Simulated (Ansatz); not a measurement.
**SiC, pressure series**

Take SiC (space group P6_3mc, No. 186) as the base.

Space group P6₃mc (No. 186); a = b = 3.0776 Å, c = 10.0763 Å, α = β = 90.00°, γ = 120.00°

```tsv
atom	site	symmetry	x	y	z
Si	2a	3m.	0.0000	0.0000	0.0003
Si	2b	3m.	0.3333	0.6667	0.2502
C	2a	3m.	0.0000	0.0000	0.3129
C	2b	3m.	0.3333	0.6667	0.0622
```

Cell and atoms are relaxed at each pressure.

Method: r2SCAN, PAW, 500 eV (Ansatz, a first-principles code; scalar-relativistic without spin-orbit coupling).

| case | smallest direct gap | volume per atom | width of the top valence band | band gap |
|---|---|---|---|---|
| base | 3.78 eV | 10.33 Å³ | 2.55 eV | 2.60 eV |
| pressure −2 GPa | 3.77 eV | 10.42 Å³ | 2.54 eV | 2.59 eV |
| pressure −1 GPa | 3.77 eV | 10.38 Å³ | 2.55 eV | 2.60 eV |
| pressure 0.9 GPa | 3.78 eV | 10.29 Å³ | 2.56 eV | 2.60 eV |
| pressure 2.1 GPa | 3.78 eV | 10.24 Å³ | 2.57 eV | 2.60 eV |
| pressure 4.5 GPa | 3.79 eV | 10.14 Å³ | 2.58 eV | 2.61 eV |
| pressure 9 GPa | ? | 9.96 Å³ | 2.61 eV | 2.61 eV |
| pressure 15 GPa | 3.81 eV | 9.74 Å³ | 2.64 eV | ? |
| pressure 22.5 GPa | 3.83 eV | 9.50 Å³ | 2.68 eV | 2.63 eV |
| pressure 30 GPa | 3.84 eV | 9.28 Å³ | 2.71 eV | 2.64 eV |

Question: Fill in the withheld entries from the trend.

Answer: 
- pressure 9 GPa, smallest direct gap: 3.80 eV
- pressure 15 GPa, band gap: 2.62 eV

Load acts through the strain it causes; cell and atoms are relaxed under it. Stability against distortions was not tested. No other phases were tried under pressure.
